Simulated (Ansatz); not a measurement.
Base system: GaCuSe$_{2}$ in the chalcopyrite structure (space group I-42d, No. 122; a = 5.508 Å, c = 10.962 Å). Axes: x, y, z lie along a, b, c of the conventional cell.

Computed with plane-wave PAW DFT at the LDA level (Ansatz, a program for electronic structure, 420 eV), no spin-orbit coupling.

Strains are applied to the cell and any free atomic positions relax; under biaxial strain the out-of-plane vector relaxes too.

One change was made to it. Results:

The pressure (mean of the normal stresses, compression positive) goes from zero to 1.47 GPa; the valence-band top at Γ (three highest levels, from the VBM) changes from 0.00, -0.09, -0.09 eV to 0.00, 0.00, -0.07 eV; the width of the top valence band drops by 0.04 eV to 1.07 eV.

Task: What was done to the base?
(A) biaxial strain −0.75 %, plane normal [001], relaxed out of plane
(B) biaxial strain −1.50 %, plane normal [001], relaxed out of plane
(C) biaxial strain −2.25 %, plane normal [001], relaxed out of plane
(D) biaxial strain −3.00 %, plane normal [001], relaxed out of plane

Result: C, biaxial strain −2.25 %, plane normal [001], relaxed out of plane. For comparison, the valence-band top at Γ in the other runs: biaxial strain −0.75 %, plane normal [001], relaxed out of plane gives 0.00, -0.04, -0.04 eV; biaxial strain −3.00 %, plane normal [001], relaxed out of plane gives 0.00, 0.00, -0.14 eV; biaxial strain −1.50 %, plane normal [001], relaxed out of plane gives 0.00, 0.00, -0.02 eV.

The levels and masses belong to the bands next to the band gap. Whether these cells are dynamically stable was not tested. The final runs are not spin-polarised.
